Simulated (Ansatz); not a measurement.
The parent structure is KMgF₃ in the cubic perovskite structure (space group Pm-3m, No. 221; a = 3.991 Å). Axes: x, y, z lie along the cube axes.

Method: PBEsol (Ansatz, a program for electronic structure; PAW; 420 eV plane waves; no spin-orbit coupling).

For the base:

```
Quantity                     Result
-------------------  --------------
Smallest direct gap         7.44 eV
Band gap                    7.12 eV
Electron mass        0.51 mₑ (at Γ)
```

One thing is altered: tensor shear ε_xy = +0.67 % (engineering shear γ = 0.0134); the atoms relax in the strained cell.

Question: Estimate the effect on the energy relative to the base, stress, smallest direct gap, band gap and electron mass.

Answer: The energy goes up by 0.3 meV/atom; the stress (xx, yy, zz, yz, xz, xy; compression positive) is (0.01, 0.01, 0.01, 0.00, 0.00, -0.61) GPa; the smallest direct gap falls by 0.03 eV to 7.41 eV; the band gap stays essentially unchanged (7.12 eV against 7.11 eV); the electron mass is still 0.51 mₑ (at Γ).

Masses are band curvatures over ±0.01 Å⁻¹ around the edge. Gaps are Kohn–Sham eigenvalue differences; semilocal functionals usually give less than the measured gap. No phonon test of stability was made.
